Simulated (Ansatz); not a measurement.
The decay constant κ of evanescent states in the gap governs leakage through a thin film.

Data:

```xyz
5
Lattice="7.5966 0.0000 0.0000 2.5322 10.1046 0.0000 3.7983 0.0000 2.1930" Properties=species:S:1:pos:R:3 pbc="T T T"
Bi     5.0644     8.0808     0.0000
Bi     5.0644     2.0238     0.0000
Te     2.5322     3.7565     0.0000
Te     7.5966     6.3481     0.0000
Te     0.0000     0.0000     0.0000
```

The cell was relaxed by PBE-D3(BJ); by r2SCAN it stands under a pressure of 1.6 GPa.

Transport runs along the normal of the first two printed cell vectors, the (110) plane of the conventional cell.

The gap is the functional's own, uncorrected, and κ follows it; spin-orbit coupling is left out. Mid-gap means the computed energy nearest the middle.

Estimate the band gap and the smallest decay constant κ at mid-gap that r2SCAN (Ansatz, a first-principles code) returns for this system.

Gap 0.49 eV on a 14×14×14 mesh; κ = 0.043 1/Å, at the zone centre.
